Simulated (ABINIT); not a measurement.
Band structure of OsRu (P-6m2, 2 atoms in the cell).

```
OsRu
1.0
    2.69129     0.00000     0.00000
   -1.34564     2.33072     0.00000
    0.00000     0.00000     4.24399
Ru Os
1 1
Cartesian
  0.00000   1.55382   0.00000
  1.34564   0.77691   2.12199
```

Method: LDA (PW92), norm-conserving pseudopotentials (PseudoDojo nc-sr-04 LDA standard) (plane waves; ABINIT).

Settings: pseudos = [Ru.upf, Os.upf]; ecut = 88 Ry; occopt = 3; tsmear = 0.1 eV; ngkpt = 9 9 5; nshiftk = 1; shiftk = 0 0 0; potentials = PseudoDojo nc-sr-04 LDA standard; kptopt = 1; nstep = 100; tolvrs1 = 1e-12; ndtset = 2; getden2 = 1.

The starting cell comes from a database of computed structures (which also holds hypothetical and non-ambient phases and stackings), without a prior relaxation at this level. Its lattice was rescaled by a random factor within 2.5 % of one. Spin-orbit coupling is off. Spin polarisation is off.

Levels in eV from the Fermi level, bands 13 to 20:
| point | 13 | 14 | 15 | 16 | 17 | 18 | 19 | 20 |
|---|---|---|---|---|---|---|---|---|
| Γ | -2.81 | -2.25 | -2.25 | -1.67 | -1.67 | 0.65 | 1.48 | 1.48 |
| M | -2.49 | -2.47 | -1.82 | 1.43 | 2.40 | 2.63 | 4.21 | 6.18 |
| K | -3.42 | -3.28 | -1.33 | 1.07 | 1.36 | 1.78 | 5.53 | 7.21 |
| A | -3.38 | -3.30 | -3.14 | -3.14 | 0.42 | 0.42 | 0.98 | 0.98 |
| L | -1.43 | -1.12 | 0.11 | 0.15 | 1.55 | 2.62 | 3.34 | 3.36 |
| H | -3.46 | -3.09 | -1.50 | -1.37 | 1.26 | 1.60 | 8.19 | 9.08 |

Bands cross the Fermi level along this path, so the cell is metallic at this level.
